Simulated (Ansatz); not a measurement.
Response to strain in InAs

The reference is InAs in the zinc blende structure (space group F-43m, No. 216; a = 6.087 Å). Axes: x, y, z lie along the cube axes.

Strains are applied to the cell and any free atomic positions relax.

Level of theory: PBEsol, PAW, 420 eV (Ansatz, an electronic-structure program; no spin-orbit coupling).

Notes on the quantities. energy relative to the base: free energy F.

```tsv
variant	volume per atom	energy relative to the base
base	28.19 Å³	0 meV/atom
isotropic strain +1.18 %	29.20 Å³	…
isotropic strain +2.90 %	30.71 Å³	+33 meV/atom
uniaxial strain ε_zz = +4.20 %	29.37 Å³	…
```

Question: Some entries are withheld; estimate them.

Answer: 
- isotropic strain +1.18 %, energy relative to the base: +5.8 meV/atom
- uniaxial strain ε_zz = +4.20 %, energy relative to the base: +12 meV/atom

A case with no gap was solved on a k-mesh chosen for an insulator, which is coarse for it. Whether these cells are dynamically stable was not tested. The final runs are not spin-polarised.
